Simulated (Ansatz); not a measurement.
InGaZnO₄ (model structure, started from the InGaZnO4 type, R3m, No. 160, 7 atoms in the cell) was calculated with PBEsol in Ansatz (PAW).

Settings: plane-wave cutoff 500 eV, 14×14×14 k mesh, Fermi–Dirac smearing 0.05 eV, scalar-relativistic PAW data made under PBE.

Cell (relaxed at this level):

```yaml
crystal:
  lattice:
    - [1.65743, 0.95692, 8.58291]
    - [-1.65743, 0.95692, 8.58291]
    - [0.00000, -1.91383, 8.58291]
  atoms:
    - { symbol: In, position: [0.00292, 0.00292, 0.00292] }
    - { symbol: Ga, position: [0.78715, 0.78715, 0.78715] }
    - { symbol: Zn, position: [0.21867, 0.21867, 0.21867] }
    - { symbol: O, position: [0.86375, 0.86375, 0.86375] }
    - { symbol: O, position: [0.12120, 0.12120, 0.12120] }
    - { symbol: O, position: [0.71123, 0.71123, 0.71123] }
    - { symbol: O, position: [0.29508, 0.29508, 0.29508] }
```

Task: Give the computed band gap.

Result: 
- band gap = 1.18 eV (on the SCF k mesh)

Note: the relaxation could raise the start's symmetry but not lower it, so the cell can be a saddle point.

Spin–orbit coupling is not included.

The result took very roughly 18 core-minutes.

A model structure was made by putting elements into a prototype or built by hand; it is no filed structure, need not be a known phase, and can be a saddle point held by its symmetry.

Ansatz is a first-principles code.
